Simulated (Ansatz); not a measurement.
## Defect calculation: N on the Si site (N_Si) in 4H silicon carbide

Calculation: PBE, PAW (plane waves to 420 eV; Ansatz, an electronic-structure program). A 3×2×1 supercell of 96 sites was used; the energies come from a 2×2×2 shifted sampling of its zone. Site at the start: the Si(k) site. Charged cells carry a point-charge image correction with potential alignment at far atoms. Dielectric constants: PBE linear response of the host. Host gap at this level: 2.23 eV. These values are not converged in cell size to better than tenths of an eV. PBE underestimates the host's gap, which shifts levels and can delocalise carriers. Spin–orbit coupling is left out. Each state is the lowest found from its start.

Formation energies E_f are given with the Fermi level at the valence-band maximum. Chemical conditions: C-rich (Δμ(Si) = -0.41 eV, Δμ(N) = -1.55 eV, bounded by beta Si3N4; only phases computed here count, gases as isolated molecules at 0 K); Si-rich (Δμ(Si) = 0.00 eV, Δμ(N) = -1.86 eV, bounded by beta Si3N4; only phases computed here count, gases as isolated molecules at 0 K). Reference phases: N: N2 molecule in a box, Si: silicon.

```
charge         moment (μB)  largest move off a lattice site (Å)  image correction with alignment (eV)  E_f, C-rich (eV)  E_f, Si-rich (eV)
------  ------------------  -----------------------------------  ------------------------------------  ----------------  -----------------
+1      not spin-polarised                                 0.22                                  0.08              5.97               6.68
0                      1.0                                 0.32                                  0.00              7.14               7.85
−1      not spin-polarised                                 0.64                                  0.28              8.76               9.47
```

No other site or start that was run ended lower by more than 0.1 eV.

Transition levels above the valence-band maximum: ε(+1/0) = 1.17 eV; ε(0/−1) = 1.62 eV. On the lower envelope of the bound states, inside the gap: (+1/0) at 1.17 eV; (0/−1) at 1.62 eV.

Flagged in the runs: a host whose relaxation on this sampling wasn't shown to rest, a strain field that reaches the edge of the cell.
